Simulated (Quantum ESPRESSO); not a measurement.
What a tighter setting buys: K_POINTS, LiMg (Cmmm, 2 atoms in the cell)

```
CELL_PARAMETERS angstrom
      1.72462    -2.46195     0.00000
      1.72462     2.46195     0.00000
      0.00000     0.00000     4.88841
ATOMIC_POSITIONS crystal
  Li 0.00000 0.00000 0.00000
  Mg 0.50000 0.50000 0.50000
```

Method: PBEsol, GBRV 1.5 ultrasoft (PBESOL) pseudopotentials (plane waves; Quantum ESPRESSO 7.5).

Base settings: ecutwfc = 40 Ry; ecutrho = 200 Ry; occupations = smearing; smearing = cold; degauss = 0.0073499 Ry; potentials = {Li: li_pbesol_v1.4.uspp.F.UPF, Mg: mg_pbesol_v1.4.uspp.F.UPF}; K_POINTS = automatic 15 15 9 0 0 0; conv_thr = 1e-08 Ry; mixing_beta = 0.5.

Misses are taken against the tightest run, automatic 28 28 17 0 0 0, which need not be fully converged itself. The energy is the free energy per atom.

The count of work is k-points × plane waves × bands × iterations; it is no time, and leaves out set-up, grids and terms that scale otherwise. Core times come from one kind of shared machine and are given to one figure; runs under 30 s give none.

The starting cell comes from a database of computed structures (which also holds hypothetical and non-ambient phases and stackings), without a prior relaxation at this level.

```
K_POINTS                  energy less reference (meV/atom)  pressure less reference (GPa)  count of work / reference  core time / reference (rough)
------------------------  --------------------------------  -----------------------------  -------------------------  -----------------------------
automatic 1 1 1 0 0 0                             -2667.80                         -12.03                    0.00060                              –
automatic 2 2 1 0 0 0                               318.87                           1.01                     0.0018                              –
automatic 3 3 2 0 0 0                               -26.62                          -0.11                     0.0048                              –
automatic 4 4 2 0 0 0                                -8.38                           0.54                     0.0073                              –
automatic 5 5 3 0 0 0                                22.48                          -0.07                     0.0094                              –
automatic 7 7 4 0 0 0                                 4.74                          -0.08                      0.025                              –
automatic 8 8 5 0 0 0                                -7.25                          -0.03                      0.033                              –
automatic 9 9 6 0 0 0                                -2.41                           0.00                      0.053                              –
automatic 11 11 7 0 0 0                              -3.04                          -0.01                      0.076                              –
automatic 13 13 8 0 0 0                               1.58                          -0.03                       0.13                            0.2
automatic 15 15 9 0 0 0                               1.30                           0.01                       0.17                            0.2
automatic 18 18 11 0 0 0                              0.81                          -0.01                       0.29                            0.4
automatic 23 23 13 0 0 0                              0.36                           0.00                       0.53                            0.5
automatic 28 28 17 0 0 0                              0.00                           0.00                        1.0                              1
```

Coarsest setting among those run that, with all tighter ones, holds the energy within 10 meV/atom of the reference: automatic 7 7 4 0 0 0, off by 4.7 meV/atom; it needs 0.025 of the reference's count of work. The coarser automatic 4 4 2 0 0 0 also lies inside, but a setting between leaves the range again, so that is luck.

Coarsest setting among those run that, with all tighter ones, holds the energy within 2 meV/atom of the reference: automatic 13 13 8 0 0 0, off by 1.6 meV/atom; it needs 0.13 of the reference's count of work and about 0.2 of the reference's time.

The step from automatic 1 1 1 0 0 0 to automatic 2 2 1 0 0 0: it takes the miss in the energy from 2700 to 320 meV/atom, for 3.0 times the count of work.
